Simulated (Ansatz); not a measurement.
AlP (model structure, P6₂22, No. 180, 6 atoms in the cell), treated with G0W0@PBEsol+SOC (plane waves, hard PAW, contour deformation, complete-basis limit, spin–orbit shift from PBEsol; Ansatz, an electronic-structure program).

Numerical settings: largest k mesh 6×6×2 (not extrapolated in the mesh).

Cell (relaxed with PBEsol):

```cif
data_Al3P3
_chemical_formula_sum 'Al3 P3'
_space_group_name_H-M_alt 'P6222'
_space_group_IT_number 180
_space_group_name_Hall 'P 62 2 (0 0 4)'
_cell_length_a 3.82322
_cell_length_b 3.82322
_cell_length_c 8.61918
_cell_angle_alpha 90.000
_cell_angle_beta 90.000
_cell_angle_gamma 120.000
loop_
_atom_site_label
_atom_site_type_symbol
_atom_site_symmetry_multiplicity
_atom_site_Wyckoff_symbol
_atom_site_fract_x
_atom_site_fract_y
_atom_site_fract_z
_atom_site_occupancy
Al1 Al 3 d 0.50000 0.00000 0.50000 1
P1 P 3 c 0.50000 0.00000 0.00000 1
```

Problem. What does this level give for the band gap?

Solution. 
- band gap = 1.53 eV

Note: spin–orbit coupling enters as the shift of the gap found with a semilocal functional; the relaxation could raise the start's symmetry but not lower it, so the cell can be a saddle point.

Computed values are for the static lattice.

Computing time: roughly 4 core-hours.

A model structure was made by putting elements into a prototype or built by hand; it is no filed structure, need not be a known phase, and can be a saddle point held by its symmetry.
